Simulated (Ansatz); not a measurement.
VN (P-6m2, No. 187, 2 atoms in the cell; start mp-1018027), treated with LDA (Ansatz, an electronic-structure program, PAW).

Numerical settings: plane-wave cutoff 520 eV, 24×24×20 k mesh (along the axes of the cell as run), Fermi–Dirac smearing 0.05 eV, no spin polarisation, scalar-relativistic PAW data made under PBE.

Cell (relaxed at this level):

```
CELL_PARAMETERS angstrom
      2.69061     0.00000     0.00000
     -1.34531     2.33014     0.00000
      0.00000     0.00000     2.60147
ATOMIC_POSITIONS crystal
  V  0.66667 0.33333 0.00000
  N  0.33333 0.66667 0.50000
```

Problem. Give the computed bulk modulus B0.

Solution. 
* **bulk modulus B0**: 382 GPa

Note: the run has no spin polarisation, so it can have missed a magnetic state; the bulk modulus is −V dP/dV from two relaxed cells at ±2 % in volume; the relaxation could not lower the start's symmetry, so the cell can be a saddle point above a distorted one.

A start named mp-… is a Materials Project structure, which need not be a measured phase.
